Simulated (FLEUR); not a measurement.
A self-consistent single point of ZrMnF₆ (Fm-3m, 8 atoms in the cell) with FLEUR.

Computed with FLEUR with LDA (Perdew-Zunger), all-electron FLAPW (FLEUR), scalar-relativistic valence.

```
CELL_PARAMETERS angstrom
      0.00000     4.13559     4.13559
      4.13559     0.00000     4.13559
      4.13559     4.13559     0.00000
ATOMIC_POSITIONS crystal
  Zr 0.50000 0.50000 0.50000
  Mn 0.00000 0.00000 0.00000
  F  0.74500 0.25500 0.25500
  F  0.25500 0.74500 0.74500
  F  0.25500 0.74500 0.25500
  F  0.74500 0.25500 0.74500
  F  0.25500 0.25500 0.74500
  F  0.74500 0.74500 0.25500
```
Moments meant for the start (each program seeds them in its own way; μB, in the order of the atoms Zr Mn F F F F F F): 0.0 4.0 0.0 0.0 0.0 0.0 0.0 0.0.

Reference input (self-consistent single point, DFT, PBEsol, all-electron FLAPW (FLEUR), scalar-relativistic valence): Kmax = 4.6 1/bohr; GmaxXC = 16.1 1/bohr; xcFunctional = PBEs; jspins = 2; l_soc = F; mode = hist; fermiSmearingEnergy = 0.00073499 Htr; mesh (inpgen div1-3) = 4 4 4; inpgen gamma flag = true; Gmax = 16.1 1/bohr; numbands = 0; maxIterBroyd = 25. This run's input differs from it in these lines:

```diff
@@ -20,3 +20,3 @@
 &comp jspins=2 /
-&exco xctyp='PBEs' /
+&exco xctyp='pz' /
 &kpt div1=4 div2=4 div3=4 gamma=t /
@@ -33,3 +33,3 @@
       <coreElectrons ctail="T" frcor="F" kcrel="0" coretail_lmax="0"/>
-      <xcFunctional name="PBEs" relativisticCorrections="F"/>
+      <xcFunctional name="pz" relativisticCorrections="F"/>
       <magnetism jspins="2"/>
```

The program printed (abridged):

```
 Iteration:     1   Distance:      13.36502325 me/bohr^3
 Iteration:     2   Distance:      11.65643568 me/bohr^3
 Iteration:     3   Distance:       6.41861366 me/bohr^3
 Iteration:     4   Distance:       7.51909636 me/bohr^3
 Iteration:     5   Distance:       0.99873592 me/bohr^3
   [... 9 lines left out ...]
 Iteration:    15   Distance:       0.00048622 me/bohr^3
 Iteration:    16   Distance:       0.00007692 me/bohr^3
 Iteration:    17   Distance:       0.00003180 me/bohr^3
 Iteration:    18   Distance:       0.00000670 me/bohr^3
 Reset of history
 Run finished successfully
 Stop message:
   Structural relaxation: new displacements generated

[file out, last iteration]
             iter=     19
[...]
          total density-effective poten   -8.5962190563E+03
          total charge density-energy d   -2.1941412917E+02
 Updated energy parameters for spin:           1
 Updated energy parameters for spin:           2
[...]
 fermi energy and band-weighting factors:

[...]
FERMIE:
          first approx. to ef    (T=0)  :   0.062078 htr   (energy of the highest occ. eigenvalue)
          number of occ. states  (T=0)  :        552
          first approx. to seigv (T=0)  : -39.065876 htr
          sum of weights of occ. states :  69.000000
          sum of semicore charge        :   0.000000 e
FERHIS:  Fermi-Energy by histogram:
          bandgap                     :   0.077079 htr
   [... lines left out ...]
          charge neutrality (T=0)     :   0.000000    (zero if the highest occ. eigenvalue is "entirely" occupied)
 Direct bandgap for spin            1 :   0.10828066106510685       Htr
 Direct bandgap for spin            2 :   0.21993368146210371       Htr
 ---->    free energy=                     -5348.2240122971 htr
   [... lines left out ...]
 TOTAL FORCE FOR ATOM TYPE=  1  X=  7.815   Y=  7.815   Z=  7.815
                       FX_TOT= 0.000000 FY_TOT= 0.000000 FZ_TOT= 0.000000
 TOTAL FORCE FOR ATOM TYPE=  2  X=  0.000   Y=  0.000   Z=  0.000
                       FX_TOT= 0.000000 FY_TOT= 0.000000 FZ_TOT= 0.000000
 TOTAL FORCE FOR ATOM TYPE=  3  X=  3.986   Y=  0.000   Z=  0.000
                       FX_TOT= 0.008491 FY_TOT= 0.000000 FZ_TOT= 0.000000
```

The run converged in 18 iterations. FLEUR gives forces in its relaxation mode, with a further iteration, so its stop message speaks of a relaxation. Against the reference run the largest force goes from 0.452 to 0.437 eV/Å, the gap on the mesh goes from 2.478 to 2.097 eV and the size of the net moment stays at 0.62 μB/atom.

The starting cell comes from a database of computed structures (which also holds hypothetical and non-ambient phases and stackings), without a prior relaxation at this level. Its lattice was rescaled by a random factor within 2.5 % of one. With one magnetic atom in the cell only a parallel order is possible. Values depend on the basis (sphere radii, cutoffs, local orbitals), which need not be converged.

Cost on one core of a shared machine: roughly 6 min.
